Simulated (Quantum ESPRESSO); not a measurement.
**Habitual settings against a tight run: LiMg₇ (P-6m2, 8 atoms in the cell)**

Self-consistent single point.

```yaml
crystal:
  lattice:
    - [6.37492, 0.00000, 0.00000]
    - [-3.18746, 5.52084, 0.00000]
    - [0.00000, 0.00000, 5.16442]
  atoms:
    - { symbol: Li, position: [0.66667, 0.33333, 0.50000] }
    - { symbol: Mg, position: [0.16660, 0.33319, 0.50000] }
    - { symbol: Mg, position: [0.16660, 0.83340, 0.50000] }
    - { symbol: Mg, position: [0.66681, 0.83340, 0.50000] }
    - { symbol: Mg, position: [0.83211, 0.16789, 0.00000] }
    - { symbol: Mg, position: [0.33579, 0.16789, 0.00000] }
    - { symbol: Mg, position: [0.83211, 0.66421, 0.00000] }
    - { symbol: Mg, position: [0.33333, 0.66667, 0.00000] }
```

Level of theory: PBEsol, GBRV 1.5 ultrasoft (PBESOL) pseudopotentials (plane waves; Quantum ESPRESSO).

Base settings: ecutwfc = 40 Ry; ecutrho = 200 Ry; occupations = smearing; smearing = fd; degauss = 0.0099958 Ry; potentials = {Li: li_pbesol_v1.4.uspp.F.UPF, Mg: mg_pbesol_v1.4.uspp.F.UPF}; K_POINTS = automatic 6 6 6 0 0 0; conv_thr = 1e-11 Ry; mixing_beta = 0.5.

Tight run (finer mesh or higher cutoff; not a proven limit): ecutwfc: 40 Ry → 56 Ry; ecutrho: 200 Ry → 280 Ry; conv_thr: 1e-11 Ry → 7.3e-11 Ry; K_POINTS: automatic 6 6 6 0 0 0 → automatic 9 9 9 0 0 0. It gave Fermi level (on the code's own zero) 4.80 eV; pressure -0.92 GPa; largest force (vector length) 0.024 eV/Å.

Quick runs, as changes from the base:
- A: the base itself
- B: ecutwfc: 40 Ry → 20 Ry; ecutrho: 200 Ry → 100 Ry; K_POINTS: automatic 6 6 6 0 0 0 → automatic 4 4 4 0 0 0
- C: ecutwfc: 40 Ry → 24 Ry; ecutrho: 200 Ry → 120 Ry; conv_thr: 1e-11 Ry → 7.3e-05 Ry; K_POINTS: automatic 6 6 6 0 0 0 → automatic 1 1 1 0 0 0
- D: smearing: fd → gauss; degauss: 0.0099958 Ry → 0.0147 Ry; K_POINTS: automatic 6 6 6 0 0 0 → automatic 4 4 4 0 0 0
- E: ecutwfc: 40 Ry → 20 Ry; ecutrho: 200 Ry → 100 Ry; smearing: fd → mp; degauss: 0.0099958 Ry → 0.036749 Ry; K_POINTS: automatic 6 6 6 0 0 0 → automatic 8 8 8 0 0 0
- F: ecutwfc: 40 Ry → 20 Ry; ecutrho: 200 Ry → 100 Ry; smearing: fd → cold; K_POINTS: automatic 6 6 6 0 0 0 → automatic 2 2 2 0 0 0

Energies are extrapolated to zero smearing width, which holds to low order in the width alone (under cold and Methfessel-Paxton smearing the free energy itself is taken).

Dashes: time of B, C, F, under 30 s.

The count of work is k-points × plane waves × bands × iterations; it is no time. Core times come from one kind of shared machine and are given to one figure; runs under 30 s give none.

The starting cell comes from a database of computed structures (which also holds hypothetical and non-ambient phases and stackings), without a prior relaxation at this level. Its lattice was rescaled by a random factor within 2.5 % of one.

```
run  energy less tight (meV/atom)  pressure less tight (GPa)  largest miss in a force vector (eV/Å)  count of work / tight  core time / tight (rough)
---  ----------------------------  -------------------------  -------------------------------------  ---------------------  -------------------------
A                             5.6                       0.04                                  0.007                   0.31                        0.3
B                          5559.6                    -178.87                                  0.015                  0.047                          –
C                          1640.0                     -55.71                                  0.287                 0.0025                          –
D                             8.2                      -0.03                                  0.006                   0.13                        0.2
E                          5567.5                    -179.28                                  0.009                   0.20                        0.2
F                          5680.8                    -182.03                                  0.117                  0.015                          –
```

Among the runs at the tight run's level, the energy misses run from 5.6 to 5680.8 meV/atom.
